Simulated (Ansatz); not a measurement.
PbO$_{2}$ in the rutile structure (space group P4_2/mnm, No. 136)

```xyz
6
Lattice="5.0816 0.0000 0.0000 0.0000 5.0816 0.0000 0.0000 0.0000 3.4436" Properties=species:S:1:pos:R:3 pbc="T T T"
Pb     0.0000     0.0000     0.0000
Pb     2.5408     2.5408     1.7218
O      1.5650     1.5650     0.0000
O      4.1058     0.9759     1.7218
O      0.9759     4.1058     1.7218
O      3.5167     3.5167     0.0000
```

The values are results of DFT with PBE, PAW potentials and a 420 eV plane-wave cutoff in Ansatz (a program for electronic structure), without spin-orbit coupling, not measurements. Settings: 9×9×14 k-points, 0.05 eV Fermi–Dirac smearing.

```yaml
volume_per_atom: 14.82 Å³
density: 8.93 g/cm³
band_gap: zero
total_energy: -4346.243 eV/atom (σ→0; compares only within this code and set-up)
```

With Pb present, leaving out spin-orbit coupling can change the band edges. Stability against distortions was not tested. All final runs are without spin polarisation. The zero or small gap of PbO2 can change with the level of theory.
